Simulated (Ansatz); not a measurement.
**Effect of Si → Pb on TaSi2**

Base system: TaSi₂ (space group P6_222, No. 180; a = 4.759 Å, c = 6.561 Å).

Perturbation: full substitution Si → Pb; the structure is relaxed again.

Level of theory: PBEsol (Ansatz, an electronic-structure program), no spin-orbit coupling. Γ-centred 10×10×6 mesh, Fermi–Dirac width 0.05 eV, for the changed cell.

| quantity | base | changed | shift |
|---|---|---|---|
| volume per atom | 14.30 Å³ | 22.54 Å³ | +8.24 Å³ |
| density | 9.18 g/cm³ | 14.62 g/cm³ | +5.44 g/cm³ |
| lattice parameter a | 4.759 Å | 5.564 Å | +0.805 Å |
| c/a ratio | 1.379 | 1.360 | -0.0184 |
| space group | P6_222 (No. 180) | P6_222 (No. 180) | – |
| shortest interatomic distance | 2.551 Å | 2.979 Å | +0.428 Å |
| band gap | zero | zero | – |

Final structure:

```
CELL_PARAMETERS angstrom
      5.56357     0.00000     0.00000
     -2.78178     4.81819     0.00000
      0.00000     0.00000     7.56756
ATOMIC_POSITIONS crystal
  Ta 0.50000 0.00000 0.00000
  Ta 0.50000 0.50000 0.33333
  Ta 0.00000 0.50000 0.66667
  Pb 0.17103 0.34206 0.00000
  Pb 0.82897 0.17103 0.33333
  Pb 0.65794 0.82897 0.66667
  Pb 0.82897 0.65794 0.00000
  Pb 0.17103 0.82897 0.33333
  Pb 0.34206 0.17103 0.66667
```

Whether these cells are dynamically stable was not tested. As relaxed here, TaPb2 is a hypothetical phase, not in the database extracts checked. All final runs are without spin polarisation. An odd electron count without spin: TaPb2 and TaSi2. TaPb2 has a high density of states at the Fermi level and may be magnetic at this level.
